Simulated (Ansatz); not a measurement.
C (model structure, P6₁22, No. 178, 6 atoms in the cell), treated with PBEsol (Ansatz, a first-principles code, PAW).

Settings: plane-wave cutoff 520 eV, 12×12×10 k mesh (along the axes of the cell as run), Fermi–Dirac smearing 0.01 eV, scalar-relativistic PAW data made under PBE.

Cell (relaxed with PBEsol):

```cif
data_C6
_chemical_formula_sum 'C6'
_space_group_name_H-M_alt 'P 1'
_space_group_IT_number 1
_cell_length_a 3.55661
_cell_length_b 3.55661
_cell_length_c 3.35752
_cell_angle_alpha 90.000
_cell_angle_beta 90.000
_cell_angle_gamma 120.000
loop_
_space_group_symop_operation_xyz
  'x, y, z'
loop_
_atom_site_label
_atom_site_type_symbol
_atom_site_fract_x
_atom_site_fract_y
_atom_site_fract_z
_atom_site_occupancy
C1 C 0.23240 0.46480 0.25000 1
C2 C 0.53520 0.76760 0.58333 1
C3 C 0.23240 0.76760 0.91667 1
C4 C 0.76760 0.53520 0.75000 1
C5 C 0.46480 0.23240 0.08333 1
C6 C 0.76760 0.23240 0.41667 1
```

**Question.** What does this level give for the band gap, smallest direct gap on the k points sampled and Γ–Γ gap?

**Answer.** 
- band gap = 3.99 eV (indirect)
- smallest direct gap on the k points sampled = 4.84 eV
- Γ–Γ gap = 6.98 eV

Note: the relaxation could raise the start's symmetry but not lower it, so the cell can be a saddle point.

The computed numbers hold no vibrational or temperature effects.

A model structure was made by putting elements into a prototype or built by hand; it is no filed structure, need not be a known phase, and can be a saddle point held by its symmetry.
